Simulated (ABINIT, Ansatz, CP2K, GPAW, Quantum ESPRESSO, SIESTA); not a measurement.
**SrMg6Zr (P4/mmm, 8 atoms in the cell) computed with different codes at matched settings**

Self-consistent single point.

```
SrMg6Zr
1.0
    6.63866     0.00000     0.00000
    0.00000     6.63866     0.00000
    0.00000     0.00000     4.67308
Sr Mg Zr
1 6 1
Cartesian
  3.31933   3.31933   2.33654
  3.31933   0.00000   2.33654
  0.00000   3.31933   2.33654
  1.52125   1.52125   0.00000
  5.11741   5.11741   0.00000
  5.11741   1.52125   0.00000
  1.52125   5.11741   0.00000
  0.00000   0.00000   2.33654
```

Shared settings, as Ansatz (a quantum-chemistry and plane-wave program) writes them: kpoints.mp_grid.grid = 3 3 4; scf.occupations.method = fermi_dirac; scf.occupations.width = 0.1 eV. Potentials and cutoffs stand in the table.

```tsv
code	model	pressure (GPa)	largest force (eV/Å)	cutoff
Ansatz	PBEsol, PAW files made with PBE	-1.11	0.004	420 eV
CP2K	PBEsol, GPW, DZVP-MOLOPT-SR-GTH basis, GTH-PBE potentials (GTH_POTENTIALS)	-0.02	0.133	grid 1000 Ry
GPAW	PBEsol, GPAW PAW datasets PBEsol (made by gpaw-setup)	-1.07	0.015	800 eV
Quantum ESPRESSO	PBEsol, SSSP 1.1.2 efficiency (PBE) pseudopotentials	-1.10	0.001	40 Ry
SIESTA	GGA PBEsol, numerical atomic orbitals DZP, PseudoDojo PBEsol standard norm-conserving potentials (rewritten from UPF to PSML)	0.78	0.009	grid 300 Ry
ABINIT	PBEsol, PAW (JTH v2.0 PBE PAW, files made for PBE)	-1.25	0.001	544 eV
```

The spread over the programs that give each value: pressure within 2.03 GPa; largest force within 0.132 eV/Å.

CP2K and SIESTA use small atom-centred bases, whose incompleteness enters pressures, forces and empty levels differently from a plane-wave cutoff. Ansatz's pressure is given at a fixed set of plane waves, as the other plane-wave codes print theirs. In the pressure, CP2K (by 1.09) and SIESTA (by 1.88) lie more than 1 GPa from the median of the plane-wave programs. In the force vectors, CP2K (by 0.130) lies more than 0.08 eV/Å from the median of the plane-wave programs.

The shared mesh is coarse (it stands for a supercell whose shortest vector is 19 Å), so the values are not converged in it.

The starting cell comes from a database of computed structures (which also holds hypothetical and non-ambient phases and stackings), without a prior relaxation at this level.

Left out of this page: FLEUR (not drawn, or without a comparable value).

Keys are those of Ansatz 0.2.
